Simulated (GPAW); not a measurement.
A self-consistent single point of MnPd (P4/mmm, 2 atoms in the cell) with GPAW.

Level of theory: LDA (Perdew-Wang 92), GPAW PAW datasets LDA (gpaw-data 1.0.1) (plane waves; GPAW 25.7.0).

The change in words: lattice scaled by 0.98. Reference geometry:
```
CELL_PARAMETERS angstrom
      3.00107     0.00000     0.00000
      0.00000     3.00107     0.00000
      0.00000     0.00000     3.34348
ATOMIC_POSITIONS crystal
  Mn 0.00000 0.00000 0.00000
  Pd 0.50000 0.50000 0.50000
```
Moments meant for the start (each program seeds them in its own way; μB, in the order of the atoms Mn Pd): 4.0 0.0.

Reference input (self-consistent single point, DFT LDA (Perdew-Wang 92), plane waves, GPAW PAW datasets LDA (gpaw-data 1.0.1)): spinpol = true; mode = pw; ecut = 800 eV; xc = LDA; kpts = 9 9 8; mesh shift (steps) = 0 0 0; occupations.name = fermi-dirac; occupations.width = 0.1 eV; nbands = -10; convergence.density = 1e-05 e/electron; convergence.energy = 1e-05 eV/electron; symmetry.symmorphic = false. This run's input differs from it in these lines:

```diff
@@ -5,5 +5,5 @@
 atoms = Atoms(['Mn', 'Pd'],
-              cell=[[3.001070, 0.000000, 0.000000],
-                    [0.000000, 3.001070, 0.000000],
-                    [0.000000, 0.000000, 3.343480]],
+              cell=[[2.941049, 0.000000, 0.000000],
+                    [0.000000, 2.941049, 0.000000],
+                    [0.000000, 0.000000, 3.276610]],
               scaled_positions=[[0.000000, 0.000000, 0.000000],
```

Output (repeated stretches shortened):

```
     iter     time        total  log10-change:  magmom
                         energy   eigst   dens
iter:   1 --:--:--   -22.912195                   +4.0037
iter:   2 --:--:--   -17.100173   -1.13  -1.05    +2.5353
iter:   3 --:--:--   -16.127931   -1.78  -1.30    +2.8370
iter:   4 --:--:--   -15.707752   -1.86  -1.51    +2.8879
iter:   5 --:--:--   -15.604427   -2.37  -1.81    +2.9656
   [... 5 lines left out ...]
iter:  11 --:--:--   -15.838936   -3.70  -2.54    +4.2355
iter:  12 --:--:--   -15.841185   -4.90  -3.18    +4.3095
iter:  13 --:--:--   -15.841558   -6.36  -3.79    +4.3232
iter:  14 --:--:--   -15.841778   -5.35  -3.82    +4.3441
iter:  15 --:--:--   -15.841779c  -6.27  -3.57    +4.3438
iter:  16 --:--:--   -15.841818c  -7.28  -4.01    +4.3456
iter:  17 --:--:--   -15.841876c  -6.90  -4.07    +4.3465
iter:  18 --:--:--   -15.841835c  -7.03  -4.21    +4.3464
iter:  19 --:--:--   -15.841835c  -7.37  -4.27    +4.3469
iter:  20 --:--:--   -15.841833c  -7.13  -4.44    +4.3470
iter:  21 --:--:--   -15.841826c  -7.24  -4.29    +4.3470
iter:  22 --:--:--   -15.841824c  -8.78c -4.82    +4.3470
iter:  23 --:--:--   -15.841831c  -9.16c -5.09c   +4.3473
Converged after 23 iterations.

Dipole moment: (0.000000, 0.000000, -0.000000) |e|*Ang

Total magnetic moment: (0.000000, 0.000000, 4.347264)
Local magnetic moments:
   0 Mn ( 0.000000,  0.000000,  3.671157)
   1 Pd ( 0.000000,  0.000000,  0.425072)

Energy contributions relative to reference atoms: (reference = -168553.550072)

Kinetic:         +3.783636
Potential:       -6.498005
External:        +0.000000
XC:             -13.068150
Entropy (-ST):   -0.041259
Local:           -0.038683
SIC:             +0.000000
--------------------------
Free energy:    -15.862461
Extrapolated:   -15.841831

Spin contamination: 0.015197 electrons
Showing only first 2 kpts
                      Up                     Down
 Kpt  Band  Eigenvalues  Occupancy  Eigenvalues  Occupancy
  0    13      7.18521    1.00000      9.85320    0.00120
   [... lines left out ...]

Fermi level: 9.18083

No gap
No difference between direct/indirect transitions
Energy (eV): -15.841831

Forces in eV/Ang:
  0 Mn    0.00000    0.00000    0.00000
  1 Pd   -0.00000    0.00000    0.00000

Stress tensor:
     0.020453     0.000000     0.000000
     0.000000     0.020453     0.000000
     0.000000     0.000000     0.015325
Stress (GPa, Voigt): [3.277  3.277  2.4553 0.     0.     0.    ]
```

The run converged in 23 iterations. GPAW prints stress with tension positive. Against the reference run the free energy drops by 40.8 meV/atom, the pressure goes from -11.30 to -3.00 GPa and the size of the net moment goes from 2.21 to 2.17 μB/atom.

The starting cell comes from a database of computed structures (which also holds hypothetical and non-ambient phases and stackings), without a prior relaxation at this level. For this run, on top of that: lattice scaled by 0.98. The magnetic order is the one reached from the typed start; others were not searched systematically. With a pressure of about -3 GPa the cell is away from its equilibrium volume at this level.

Cost on one core of a shared machine: roughly 2 min.
